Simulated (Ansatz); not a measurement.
Functionals compared on OH on the 1x1 (100) surface of monoclinic HfO2 (cut with top plane 2 O), one in a 1x1 cell, started at the site 'hollow O-O-O', in Ansatz (plane waves, PAW). The structure was relaxed with PBE; the other rows are single points on it, each with its references at the same level. Cutoff 420 eV (500 eV for r2SCAN). The points keep PBE's geometry, so the relaxation of a polaron and the settling of charge on one site are left out.

Host crystal: monoclinic HfO2, with a band gap (PBE, scalar-relativistic without spin-orbit coupling).

Model: 26-atom slab, 9.3 Å thick at the start under the adsorbate (thin: gaps and levels are the slab's own), 4x4x1 mesh, Fermi-Dirac 0.01 eV, dipole correction, 12 atoms held, the rest relaxed; no symmetry held; spin-polarised, ending with about 1.0 μB a cell, a value that depends on the mesh; orders that need a larger cell were not tried, no spin-orbit, no U, no dispersion correction. The slab shows no gap over 0.04 eV on its mesh. At the end it is bonded to 2 Hf. In PBE it is, or lies within 0.03 eV of, the lowest of the starts that converged. These notes are the PBE run's. RPBE: The program's check for a lower electronic state was not made. r2SCAN: The program's check for a lower electronic state was not made. Adsorption energies are against H2O(g) − ½ H2(g). A negative adsorption energy means that the adsorbate is more stable on the surface than in its reference.

| functional | adsorption energy (eV) | work function of the top face (eV) | rough cost of the single point |
|---|---|---|---|
| PBE | 1.40 | 6.25 | – |
| RPBE | [?] | [?] | very roughly 13 core-minutes |
| r2SCAN | 1.31 | 6.36 | about 21 core-minutes (a rough figure) |

**Question.** Fill in the missing entries.

**Answer.** 
- RPBE, adsorption energy (eV): 1.46
- RPBE, work function of the top face (eV): 6.12

Ansatz is a quantum-chemistry and plane-wave program.
